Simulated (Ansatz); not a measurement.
Take KH in the zinc blende structure (space group F-43m, No. 216; a = 6.126 Å; a hypothetical phase, not in the database extracts checked) as the base. Axes: x, y, z lie along the cube axes.

Computed with PBEsol (Ansatz, a first-principles code), no SOC.

It is then changed as follows: tensor shear ε_yz = +3.07 % (engineering shear γ = 0.0614); the atoms relax in the strained cell.

**Question.** Predict the stress tensor and what it implies for the stiffness.

**Answer.** Stress of the strained cell less that of the base (GPa, compression positive):
```
  -0.04    0.00    0.00
   0.00    0.00   -0.36
   0.00   -0.36    0.00
```

Then −Δσ/γ with γ = 2ε = 0.0614 gives secant stiffness values (nonlinear terms included at this strain): C44 ≈ 5.8 GPa.

Stability against distortions was not tested.
